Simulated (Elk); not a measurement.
A self-consistent single point of Be (P-1, 2 atoms in the cell) with Elk.

Level of theory: Elk with PBE, all-electron FP-LAPW, Elk's shipped species files, default APW+lo basis.

The change in words: lattice scaled by 0.98. Reference geometry:
```
CELL_PARAMETERS angstrom
      2.26478     0.00000     0.00000
     -1.13239     1.96136     0.00000
      0.00000     0.00000     3.57410
ATOMIC_POSITIONS crystal
  Be 0.33279 0.66981 0.75034
  Be 0.66721 0.33019 0.24966
```

Reference input (self-consistent single point, DFT, PBE, all-electron FP-LAPW, Elk's shipped species files, default APW+lo basis): xctype = 20; stype = 0; swidth = 0.00999582 Ha; ngridk = 13 13 8; maxscl = 100. This run's input differs from it in these lines:

```diff
@@ -16,5 +16,5 @@
 avec
-    4.2798139173    0.0000000035    0.0000000000
-   -2.1399069617    3.7064275741    0.0000000000
-    0.0000000000    0.0000000000    6.7540701420
+    4.1942174137   -0.0000001197    0.0000000000
+   -2.0971086032    3.6322988891    0.0000000000
+    0.0000000000    0.0000000000    6.6189887392
```

Output (repeated stretches shortened):

```
│ Self-consistent loop started │
│ Loop number : 1 │
 total energy                :     -29.7973007312
│ Loop number : 2 │
 total energy                :     -29.7952618803
RMS change in Kohn-Sham potential (target) :    12.31813347     (  0.1000000000E-05)
Absolute change in total energy (target)   :   0.2038850869E-02 (  0.1000000000E-03)
│ Loop number : 3 │
 total energy                :     -29.6831552734
RMS change in Kohn-Sham potential (target) :    6.238673401     (  0.1000000000E-05)
Absolute change in total energy (target)   :   0.1126163197     (  0.1000000000E-03)
│ Loop number : 4 │
   [... lines left out ...]
Absolute change in total energy (target)   :   0.8855902350E-04 (  0.1000000000E-03)
│ Loop number : 12 │
 total energy                :     -29.5582484852
RMS change in Kohn-Sham potential (target) :   0.3506008529E-05 (  0.1000000000E-05)
Absolute change in total energy (target)   :   0.2208102712E-04 (  0.1000000000E-03)
│ Loop number : 13 │
 total energy                :     -29.5582487509
RMS change in Kohn-Sham potential (target) :   0.3784169767E-06 (  0.1000000000E-05)
Absolute change in total energy (target)   :   0.5254587563E-05 (  0.1000000000E-03)
Convergence targets achieved

│ Loop number : 14 │

Energies :
 Fermi                       :     0.281646200452
 total energy                :     -29.5582487784

Density of states at Fermi energy :    4.245837928
 (states/Hartree/unit cell)

Estimated indirect band gap :   0.7330149912E-02
 from k-point     36 to k-point     84
Estimated direct band gap   :   0.4653323454E-01
 at k-point    481

Charges :
 core                        :    4.000000000
 valence                     :    4.000000000
 interstitial                :    2.092609243
 muffin-tins (core leakage)
  species :    1 (Be)
   atom    1                 :    2.953695378     (  0.1185922038E-02)
   atom    2                 :    2.953695378     (  0.1185922038E-02)
 total in muffin-tins        :    5.907390757
 total calculated charge     :    7.997211326
 total charge                :    8.000000000
 error                       :   0.2788673975E-02

│ Self-consistent loop stopped │
```

The run converged in 14 iterations. The count includes the last loop, which Elk runs after its targets are met. Against the reference run the total energy rises by 11.5 meV/atom.

The starting cell comes from a database of computed structures (which also holds hypothetical and non-ambient phases and stackings), without a prior relaxation at this level. Its atoms were displaced at random from the sites of space group no. 194. For this run, on top of that: lattice scaled by 0.98. Values depend on the basis (sphere radii, cutoffs, local orbitals), which need not be converged. The log's line on a gap gives a spacing of levels on this mesh, which the program prints for metals too.

Cost on one core of a shared machine: roughly 90 s.
